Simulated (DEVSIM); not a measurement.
Al0.3Ga0.7As/GaAs p-n heterojunction

Device: Al0.3Ga0.7As/GaAs p-n heterojunction, at 300 K.

```
layer (left to right)      material  thickness (μm)  Nd (cm⁻³)  Na (cm⁻³)  τn (s)  τp (s)
---------------------  ------------  --------------  ---------  ---------  ------  ------
1                      Al0.3Ga0.7As          0.0910          -     4.7e16    1e-9    1e-9
2                              GaAs            2.00     8.9e16          -    1e-9    1e-9
```

Left contact: ohmic. Right contact: ohmic. Voltage is applied to the left contact. Recombination: SRH at mid-gap, radiative. Mobility is μmin + (μ − μmin)/(1 + (N/Nref)^α).

Constants are typed, rounded textbook-type inputs, not results; the design itself was drawn at random and stands for no fabricated device. Values at 300 K.

| parameter | Al0.3Ga0.7As | GaAs |
|---|---|---|
| gap (eV) | 1.7981 | 1.424 |
| affinity (eV) | 3.833 | 4.07 |
| permittivity | 12.05 | 12.9 |
| Nc (cm⁻³) | 6.96e17 | 4.7e17 |
| Nv (cm⁻³) | 9e18 | 9e18 |
| μn (cm²/Vs) | 3880 | 8500 |
| μp (cm²/Vs) | 197 | 400 |
| μn,min | 500 | 500 |
| μp,min | 20 | 20 |
| Nref,n | 6e16 | 6e16 |
| Nref,p | 1.5e17 | 1.5e17 |
| αn | 0.39 | 0.39 |
| αp | 0.38 | 0.38 |
| B (cm³/s) | 2e-10 | 2e-10 |

Model (solved in DEVSIM): 1D drift-diffusion, Boltzmann statistics, complete ionisation; no tunnelling, impact ionisation, image-force lowering or self-heating. Band offsets follow the typed affinities; no thermionic-emission limit at abrupt steps, no polarisation charge.

```yaml
potential_step_across_the_device_at_zero_bias: 1.382 V
largest_field_in_the_device_at_zero_bias: 120000 V/cm
Dark forward voltage at 1 A/cm²: 1.072 V
Dark forward voltage at 100 A/cm²: 1.212 V
```

Dark reverse current:

| V (V) | J (A/cm²) |
|---|---|
| -0.04 | -6.5e-12 |
| -0.10 | -2.1e-11 |
| -0.20 | -6.8e-11 |
| -0.30 | -1.4e-10 |
| -0.40 | -2.1e-10 |
| -0.60 | -3.4e-10 |
| -0.80 | -4.8e-10 |
| -1.00 | -6.1e-10 |
| -1.30 | -7.9e-10 |
| -1.60 | -9.7e-10 |
| -2.00 | -1.2e-9 |

Small-signal capacitance in reverse bias (quasi-static):

```csv
V (V),C (nF/cm²)
-0.04,59.9
-0.1,59.1
-0.2,57.8
-0.3,56.7
-0.4,55.6
-0.6,53.6
-0.8,51.8
-1,50.2
-1.3,48.0
-1.6,46.1
-2,43.8
```
